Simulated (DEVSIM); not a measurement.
Device: abrupt Si p-n junction, at 400 K.

Layer 1 from the left is Si, thickness (μm) 20.0, Na (cm⁻³) 7.8e15, τn (s) 3.1e-6, τp (s) 3.1e-6. Layer 2 from the left is Si, thickness (μm) 1.10, Nd (cm⁻³) 1.9e15, τn (s) 3.1e-6, τp (s) 3.1e-6.

Left contact: ohmic. Right contact: ohmic. Voltage is applied to the left contact. Recombination: SRH at mid-gap, Auger. Mobility is μmin + (μ − μmin)/(1 + (N/Nref)^α).

This is a model device: material constants are rounded textbook-type values typed into the input, and sizes, dopings and lifetimes were drawn at random. Values at 300 K; Nc and Nv go as T^1.5, mobilities as T to minus their exponent, the gap by Varshni's rule with the affinity fixed.

Si: gap (eV) 1.124, affinity (eV) 4.05, permittivity 11.7, Nc (cm⁻³) 2.86e19, Nv (cm⁻³) 3.1e19, μn (cm²/Vs) 1417, μp (cm²/Vs) 470, μn,min 52, μp,min 45, Nref,n 9.7e16, Nref,p 2.2e17, αn 0.68, αp 0.72, T exponent of μn 2.3, T exponent of μp 2.2, Cn (cm⁶/s) 2.8e-31, Cp (cm⁶/s) 9.9e-32, Varshni α (eV/K) 0.000473, Varshni β (K) 636.

DEVSIM, 1D drift-diffusion, Boltzmann statistics, complete ionisation; no tunnelling, impact ionisation, image-force lowering or self-heating.

Task: What does the simulation give for the dark forward voltage at 1 A/cm², the dark forward voltage at 100 A/cm², the largest field in the device at zero bias?

Result: dark forward voltage at 1 A/cm² 0.292 V; dark forward voltage at 100 A/cm² 0.842 V; largest field in the device at zero bias 14000 V/cm.
